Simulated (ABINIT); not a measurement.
ABINIT run on Cr (Im-3m, 2 atoms in the cell): self-consistent single point

Method of the run: PBE, PAW (JTH v2.0 PBE PAW) (plane waves; ABINIT 10.0.3).

This input was run:

```
# Cr, JTH v2.0 PBE PAW
pp_dirpath "./"
pseudos "Cr.GGA_PBE-JTH.xml"
acell 5.4424112389 5.4424112389 5.4424112389
rprim
         1.0000000000    0.0000000000    0.0000000000
         0.0000000000    1.0000000000    0.0000000000
         0.0000000000    0.0000000000    1.0000000000
natom 2
ntypat 1
znucl 24
typat 1 1
xred
         0.0000000000    0.0000000000    0.0000000000
         0.5000000000    0.5000000000    0.5000000000
chkprim 0
ecut 30
pawecutdg 60
pawxcdev 0
ixc 11
nsppol 2
spinat
      0 0 1.5
      0 0 -1.5
occopt 7
tsmear 0.2 eV
nband 19
kptopt 1
ngkpt 9 9 9
nshiftk 1
shiftk 0 0 0
nstep 50
tolvrs 1.0e-10
prtwf 0
prtden 0
prtvol 1
enunit 2
```

The program printed (abridged):

```
 Magnetic group, Shubnikov type IV
 Fedorov space group Pm -3 m (#221)
 Magnetic Bravais lattice cP_I (primitive cubic, inner magnetic, #33)

 -outvars: echo values of preprocessed input variables --------
            acell      5.4424112389E+00  5.4424112389E+00  5.4424112389E+00 Bohr
          chkprim           0
             ecut      3.00000000E+01 Hartree
           enunit           2
              ixc          11
         kptrlatt        9    0    0      0    9    0      0    0    9
          kptrlen      4.89817012E+01
            natom           2
            nband          19
            ngfft          30      30      30
          ngfftdg          40      40      40
             nkpt          35
           nspden           2
           nsppol           2
            nstep          50
             nsym          96
           ntypat           1
           occopt           7
        pawecutdg      6.00000000E+01 Hartree
         pawxcdev           0
          spgroup         221
           spinat      0.0000000000E+00  0.0000000000E+00  1.5000000000E+00
                       0.0000000000E+00  0.0000000000E+00 -1.5000000000E+00
           tolvrs      1.00000000E-10
           tsmear      7.34986508E-03 Hartree
            typat      1  1
           useylm           1
             xred      0.0000000000E+00  0.0000000000E+00  0.0000000000E+00
                       5.0000000000E-01  5.0000000000E-01  5.0000000000E-01
            znucl       24.00000

== DATASET  1 ==================================================================

 Exchange-correlation functional for the present dataset will be:
  GGA: Perdew-Burke-Ernzerhof functional - ixc=11
 Citation for XC functional:
  J.P.Perdew, K.Burke, M.Ernzerhof, PRL 77, 3865 (1996)

 Real(R)+Recip(G) space primitive vectors, cartesian coordinates (Bohr,Bohr^-1):
 R(1)=  5.4424112  0.0000000  0.0000000  G(1)=  0.1837421  0.0000000  0.0000000
 R(2)=  0.0000000  5.4424112  0.0000000  G(2)=  0.0000000  0.1837421  0.0000000
 R(3)=  0.0000000  0.0000000  5.4424112  G(3)=  0.0000000  0.0000000  0.1837421
 Unit cell volume ucvol=  1.6120335E+02 bohr^3
 Angles (23,13,12)=  9.00000000E+01  9.00000000E+01  9.00000000E+01 degrees

 Coarse grid specifications (used for wave-functions):

 getcut: wavevector=  0.0000  0.0000  0.0000  ngfft=  30  30  30
         ecut(hartree)=     30.000   => boxcut(ratio)=   2.23565

 Fine grid specifications (used for densities):

 getcut: wavevector=  0.0000  0.0000  0.0000  ngfft=  40  40  40
         ecut(hartree)=     60.000   => boxcut(ratio)=   2.10779

   1.51274653E+03                                ecore*ucvol(ha*bohr**3)

_setup2: Arith. and geom. avg. npw (full set) are    1265.198    1265.182

--- !BeginCycle
solver: {iscf: 17, nstep: 50, nline: 4, wfoptalg: 10, }
tolerances: {tolvrs: 1.00E-10, }
...

     iter   Etot(hartree)     deltaE(h) residm    nres2    magn
 ETOT  1  -173.68086949777    -1.74E+02 6.72E+00 1.29E+02 0.053
 ETOT  2  -174.94346618706    -1.26E+00 1.18E-01 1.25E+02 0.061
 ETOT  3  -174.90005027733     4.34E-02 3.39E-02 2.08E+02 0.011
 ETOT  4  -174.82872814278     7.13E-02 8.00E-03 1.14E+01 0.010
 ETOT  5  -174.84451016115    -1.58E-02 9.44E-03 2.60E+01 0.047
 ETOT  6  -174.83952674451     4.98E-03 2.40E-03 3.53E+00 0.036
   [... 18 lines left out ...]
 ETOT 25  -174.83845537125    -8.19E-11 2.70E-05 2.32E-08 0.000
 ETOT 26  -174.83845537127    -1.46E-11 2.43E-05 1.76E-09 0.000
 ETOT 27  -174.83845537127    -3.67E-12 2.09E-05 1.83E-09 0.000
 ETOT 28  -174.83845537127    -6.54E-13 1.87E-05 4.24E-10 0.000
 ETOT 29  -174.83845537127     7.11E-13 1.61E-05 3.20E-11 0.000

 At SCF step   29       nres2   =  3.20E-11 < tolvrs=  1.00E-10 =>converged.

 Cartesian components of stress tensor (hartree/bohr^3)
  sigma(1 1)=  1.26942961E-04  sigma(3 2)=  0.00000000E+00
  sigma(2 2)=  1.26942961E-04  sigma(3 1)=  0.00000000E+00
  sigma(3 3)=  1.26942961E-04  sigma(2 1)=  0.00000000E+00

 Integrated electronic and magnetization densities in atomic spheres:
 Radius=ratsph(iatom), smearing ratsm=  0.0000. Diff(up-dn)=approximate z local magnetic moment.
 Atom    Radius    up_density   dn_density  Total(up+dn)  Diff(up-dn)
    1   2.10818     6.626215     5.530579     12.156794     1.095637
    2   2.10818     5.530579     6.626216     12.156795    -1.095637
  Sum:             12.156795    12.156795     24.313589    -0.000000
 Total magnetization (from the atomic spheres):            -0.000000
 Total magnetization (exact up - dn):                      -0.000000

 ----iterations are completed or convergence reached----

 reduced coordinates (array xred) for    2 atoms
       0.000000000000      0.000000000000      0.000000000000
       0.500000000000      0.500000000000      0.500000000000
 cartesian forces (eV/Angstrom) at end:
    1     -0.00000000000000    -0.00000000000000    -0.00000000000000
    2     -0.00000000000000    -0.00000000000000    -0.00000000000000
 frms,max,avg= 0.0000000E+00 0.0000000E+00   0.000E+00  0.000E+00  0.000E+00 e/A
 length scales=  5.442411238900  5.442411238900  5.442411238900 bohr
              =  2.879999987400  2.879999987400  2.879999987400 angstroms
 Fermi (or HOMO) energy (hartree) =   0.37666   Average Vxc (hartree)=  -0.47805
 Magnetization (Bohr magneton)=  2.23767422E-08
 Total spin up =  1.40000000E+01   Total spin down =  1.40000000E+01
 Eigenvalues (hartree) for nkpt=  35  k points, SPIN UP:
 kpt#   1, nband= 19, wtk=  0.00137, kpt=  0.0000  0.0000  0.0000 (reduced coord)
  -2.28061   -2.23585   -1.22482   -1.22482   -1.22482   -1.17716   -1.17716   -1.17716
   0.08242    0.22488    0.22488    0.34337    0.34337    0.34337    0.42124    0.42124
   0.47078    0.47078    0.47078
      occupation numbers for kpt#   1
   1.00000    1.00000    1.00000    1.00000    1.00000    1.00000    1.00000    1.00000
   1.00000    1.00000    1.00000    1.00000    1.00000    1.00000    0.00000    0.00000
   0.00000    0.00000    0.00000
 prteigrs : prtvol=0 or 1, do not print more k-points.

 Eigenvalues (hartree) for nkpt=  35  k points, SPIN DOWN:
 kpt#   1, nband= 19, wtk=  0.00137, kpt=  0.0000  0.0000  0.0000 (reduced coord)
  -2.28061   -2.23585   -1.22482   -1.22482   -1.22482   -1.17716   -1.17716   -1.17716
   0.08242    0.22488    0.22488    0.34337    0.34337    0.34337    0.42124    0.42124
   0.47078    0.47078    0.47078
      occupation numbers for kpt#   1
   1.00000    1.00000    1.00000    1.00000    1.00000    1.00000    1.00000    1.00000
   1.00000    1.00000    1.00000    1.00000    1.00000    1.00000    0.00000    0.00000
   0.00000    0.00000    0.00000
 prteigrs : prtvol=0 or 1, do not print more k-points.

 Fermi (or HOMO) energy (eV) =  10.24942   Average Vxc (eV)= -13.00835
 Eigenvalues (   eV  ) for nkpt=  35  k points, SPIN UP:
 kpt#   1, nband= 19, wtk=  0.00137, kpt=  0.0000  0.0000  0.0000 (reduced coord)
 -62.05856  -60.84063  -33.32896  -33.32896  -33.32896  -32.03218  -32.03218  -32.03218
   2.24269    6.11941    6.11941    9.34365    9.34365    9.34365   11.46254   11.46254
  12.81046   12.81046   12.81046
 prteigrs : prtvol=0 or 1, do not print more k-points.

 Eigenvalues (   eV  ) for nkpt=  35  k points, SPIN DOWN:
 kpt#   1, nband= 19, wtk=  0.00137, kpt=  0.0000  0.0000  0.0000 (reduced coord)
 -62.05856  -60.84063  -33.32896  -33.32896  -33.32896  -32.03218  -32.03218  -32.03218
   2.24269    6.11941    6.11941    9.34365    9.34365    9.34365   11.46254   11.46254
  12.81046   12.81046   12.81046
 prteigrs : prtvol=0 or 1, do not print more k-points.

--- !EnergyTerms
comment             : Components of total free energy in Hartree
kinetic             :  3.06219451716776E+01
hartree             :  3.32572468580505E+01
xc                  : -9.53483039579380E+00
Ewald energy        : -1.31061348507701E+02
psp_core            :  9.38408860671384E+00
local_psp           : -9.66180013874166E+01
spherical_terms     : -1.08869468915500E+01
internal            : -1.74837846546019E+02
'-kT*entropy'       : -6.05907564629353E-04
total_energy        : -1.74838452453584E+02
total_energy_eV     : -4.75759624320284E+03
...

-Cartesian components of stress tensor (GPa)         [Pressure= -3.7348E+00 GPa]
- sigma(1 1)=  3.73479022E+00  sigma(3 2)=  0.00000000E+00
- sigma(2 2)=  3.73479022E+00  sigma(3 1)=  0.00000000E+00
- sigma(3 3)=  3.73479022E+00  sigma(2 1)=  0.00000000E+00

 Calculation completed.
```

The run converged in 29 iterations.

The starting cell has typed, rounded lattice constants, without a prior relaxation at this level. The magnetic order is the one reached from the typed start; others were not searched systematically. With a pressure of about -4 GPa the cell is away from its equilibrium volume at this level.

Cost on one core of a shared machine: roughly 2 min.
